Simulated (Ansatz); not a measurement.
Ansatz (a quantum-chemistry and plane-wave program) run on ScV₂Ga₄ (I4mm, 7 atoms in the cell): self-consistent single point.

Computed with PBEsol, default PAW files made with PBE (plane waves; Ansatz).

```
CELL_PARAMETERS angstrom
     -3.23685     3.23685     2.58214
      3.23685    -3.23685     2.58214
      3.23685     3.23685    -2.58214
ATOMIC_POSITIONS crystal
  Sc 0.00968 0.00968 0.00000
  V  0.75000 0.25000 0.50000
  V  0.25000 0.75000 0.50000
  Ga 0.30087 0.30087 0.60174
  Ga 0.69913 0.69913 0.39826
  Ga 0.30087 0.69913 0.00000
  Ga 0.69913 0.30087 0.00000
```

Reference input (self-consistent single point, DFT, PBEsol, plane waves, default PAW files made with PBE): basis.ecutwfc = 420 eV; kpoints.mp_grid.grid = 6 6 6; hamiltonian.xc = pbesol; hamiltonian.pseudopotentials = {kind: paw} (the program's default PAW files); scf.occupations.method = gaussian; scf.occupations.width = 0.1 eV. This run's input differs from it in these lines:

Ansatz 0.2 input:
```diff
@@ -18,3 +18,3 @@
   mp_grid:
-    grid: [6, 6, 6]
+    grid: [10, 10, 10]
 hamiltonian:
@@ -25,4 +25,4 @@
   occupations:
-    method: gaussian
-    width: 0.1 eV
+    method: cold
+    width: 0.2 eV
 output:
```

Log, with long lists cut:

```
SCF iter   1: F=—  HF=-22857.967488 eV  |F-HF|=—  |Δ(HF+E_count)|=         —  Δρ=8.83e-3  dr2=8.65e-2  ethr=1.77e-3  ⟨swp⟩=5.7  Hψ=17853  notcnv=0
all-band conjugate gradients solve this SCF's bands
preconditioner: auto → Kerker (q_TF=auto, 2.641 Å⁻¹)
SCF iter   2: F=—  HF=-22857.956435 eV  |F-HF|=—  |Δ(HF+E_count)|=   1.11e-2  S|Δr|=    0.00e0  Δρ=3.38e-3  dr2=1.43e-2  ethr=9.72e-5  ⟨swp⟩=2.0  Hψ=7878  notcnv=0  defer=1
   [... lines left out ...]
SCF iter   5: F=—  HF=-22857.954990 eV  |F-HF|=—  |Δ(HF+E_count)|=   8.37e-6  S|Δr|=    0.00e0  Δρ=9.12e-5  dr2=1.04e-5  ethr=9.07e-8  ⟨swp⟩=2.0  Hψ=8558  notcnv=0  defer=1
SCF iter   6: F=—  HF=-22857.954989 eV  |F-HF|=—  |Δ(HF+E_count)|=   1.01e-6  S|Δr|=    0.00e0  Δρ=1.64e-5  dr2=4.58e-7  ethr=1.17e-8  ⟨swp⟩=2.0  Hψ=6484  notcnv=0  defer=1
SCF iter   7: F=-22857.954989 eV  HF=-22857.954989 eV  |F-HF|=3.32e-8  |Δ(HF+E_count)|=   8.99e-8  S|Δr|=    0.00e0  Δρ=5.22e-6  dr2=4.26e-8  ethr=1.12e-10  ⟨swp⟩=8.2  Hψ=22364  notcnv=0
SCF 1 converged in 7 iterations: F = -22857.954989 eV  dr2 = 4.26e-8
Stability not checked (fill_not_monotonic)
Free energy (F): -22857.954989 eV
Internal energy: -22857.973454 eV  (E = F + TS)
E sigma→0 (E₀):  -22857.961144 eV
Entropy (-TS):   0.018465 eV (2.638 meV/atom)
Fermi energy:    13.236377 eV
--- Forces (eV/Å), atoms counted from 1 ---
  atom   1  Sc    -0.00000000     0.00000000    -0.17580405
  atom   2  V      0.00000000     0.00000000     0.04137963
  atom   3  V     -0.00000000    -0.00000000     0.04137963
  atom   4  Ga    -0.05723462    -0.05723462     0.02324838
   [... lines left out ...]
  atom   7  Ga    -0.05723462     0.05723462     0.02324838
--- Stress (GPa, compression-positive) ---
       -3.651522       0.000000      -0.000000
        0.000000      -3.651522       0.000000
       -0.000000      -0.000000      -3.100490
  P = ⅓ Tr σ = -3.4678 GPa (-34.678 kbar)
  The stress holds the Pulay correction. Without it, at fixed plane waves, as pw.x and ABINIT print it: P = -3.5152 GPa
```

The run converged in 7 iterations. Against the reference run the free energy goes up by 1.4 meV/atom, the pressure hardly changes (-3.44 to -3.47 GPa) and the largest force moves little (0.174 to 0.176 eV/Å).

The starting cell comes from a database of computed structures (which also holds hypothetical and non-ambient phases and stackings), without a prior relaxation at this level. Its lattice was rescaled by up to half a per cent. One atom was moved a little off its site on purpose. Spin polarisation is off. With a pressure of about -3 GPa the cell is away from its equilibrium volume at this level. Ansatz's pressure includes its estimate of the finite-basis (Pulay) stress.

Cost on one core of a shared machine: roughly 50 s.
